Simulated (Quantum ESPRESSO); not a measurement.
A self-consistent single point of LaBRh3 (Pm-3m, 5 atoms in the cell) with Quantum ESPRESSO.

Computed with PBEsol, GBRV 1.5 ultrasoft (PBESOL) pseudopotentials (plane waves; Quantum ESPRESSO).

```xyz
5
Lattice="4.2560 0.0000 0.0000 0.0000 4.2560 0.0000 0.0000 0.0000 4.2560" Properties=species:S:1:pos:R:3 pbc="T T T"
La     0.0000     0.0000     0.0000
Rh     0.0000     2.1280     2.1280
Rh     2.1280     0.0000     2.1280
Rh     2.1280     2.1280     0.0000
B      2.1280     2.1280     2.1280
```

Reference input (self-consistent single point, DFT, PBEsol, plane waves, GBRV 1.5 ultrasoft (PBESOL) pseudopotentials): ecutwfc = 40 Ry; ecutrho = 320 Ry; occupations = smearing; smearing = cold; degauss = 0.0099958 Ry; potentials = {La: la_pbesol_v1.uspp.F.UPF, Rh: rh_pbesol_v1.4.uspp.F.UPF, B: b_pbesol_v1.4.uspp.F.UPF}; K_POINTS = automatic 8 8 8 0 0 0; conv_thr = 1e-10 Ry; mixing_beta = 0.5. This run's input differs from it in these lines:

```diff
@@ -13,4 +13,4 @@
   ntyp = 3,
-  ecutwfc = 40,
-  ecutrho = 320,
+  ecutwfc = 16,
+  ecutrho = 128,
   occupations = 'smearing',
```

Log, with long lists cut:

```
     Self-consistent Calculation

     iteration #  1     ecut=    16.00 Ry     beta= 0.50

     negative rho (up, down):  1.788E-01 0.000E+00

     total energy              =    -595.99125429 Ry
     estimated scf accuracy    <      27.34894329 Ry

     iteration #  2     ecut=    16.00 Ry     beta= 0.50

     negative rho (up, down):  1.640E-01 0.000E+00

     total energy              =    -604.79509070 Ry
     estimated scf accuracy    <      30.85225146 Ry

     iteration #  3     ecut=    16.00 Ry     beta= 0.50

     negative rho (up, down):  1.596E-01 0.000E+00

     total energy              =    -608.86747160 Ry
     estimated scf accuracy    <       1.69570235 Ry

   [... 9 blocks of this kind left out ...]

     iteration # 13     ecut=    16.00 Ry     beta= 0.50

     negative rho (up, down):  2.042E-01 0.000E+00

     total energy              =    -608.99079264 Ry
     estimated scf accuracy    <          1.2E-10 Ry

     iteration # 14     ecut=    16.00 Ry     beta= 0.50

     negative rho (up, down):  2.042E-01 0.000E+00
     End of self-consistent calculation

     the Fermi energy is    18.2748 ev

!    total energy              =    -608.99079264 Ry
     estimated scf accuracy    <          2.9E-11 Ry
     smearing contrib. (-TS)   =      -0.00060336 Ry
     internal energy E=F+TS    =    -608.99018928 Ry

     convergence has been achieved in  14 iterations

     negative rho (up, down):  2.042E-01 0.000E+00

     Forces acting on atoms (cartesian axes, Ry/au):

     atom    1 type  1   force =     0.00000000    0.00000000    0.00000000
   [... zero for the other atoms too ...]

     Total force =     0.000000     Total SCF correction =     0.000000

     negative rho (up, down):  2.042E-01 0.000E+00
          total   stress  (Ry/bohr**3)                   (kbar)     P=    -9666.25
  -0.06570982   0.00000000   0.00000000        -9666.25        0.00        0.00
   0.00000000  -0.06570982   0.00000000            0.00    -9666.25        0.00
   0.00000000   0.00000000  -0.06570982            0.00        0.00    -9666.25

   JOB DONE.
```

The run converged in 14 iterations. Against the reference run the free energy rises by 36.1 eV/atom and the pressure goes from -4.95 to -966.6 GPa.

The starting cell comes from a database of published, mostly measured structures (it also holds non-ambient and calculated ones), without a prior relaxation at this level. Spin polarisation is off. At the lowered cutoff the pressure carries the error of an incomplete plane-wave basis.

Cost on one core of a shared machine: roughly 60 s.
